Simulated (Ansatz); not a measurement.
CsCl-type LiF (model structure)

Method: r²SCAN+rVV10 (Ansatz, an electronic-structure program, PAW).

Run with plane-wave cutoff 500 eV, 12×12×12 k mesh, gaussian smearing 0.02 eV, scalar-relativistic PAW data made under PBE.

Cell (relaxed at this level):

```
CELL_PARAMETERS angstrom
      2.50672     0.00000     0.00000
      0.00000     2.50672     0.00000
      0.00000     0.00000     2.50672
ATOMIC_POSITIONS crystal
  Li 0.00000 0.00000 0.00000
  F  0.50000 0.50000 0.50000
```

```yaml
band_gap: 8.95 eV (on the SCF k mesh)
```

Note: the relaxation could raise the start's symmetry but not lower it, so the cell can be a saddle point.

Computed values are for the static lattice.

Computing time: roughly 10 core-seconds.

A model structure was made by putting elements into a prototype or built by hand; it is no filed structure, need not be a known phase, and can be a saddle point held by its symmetry.
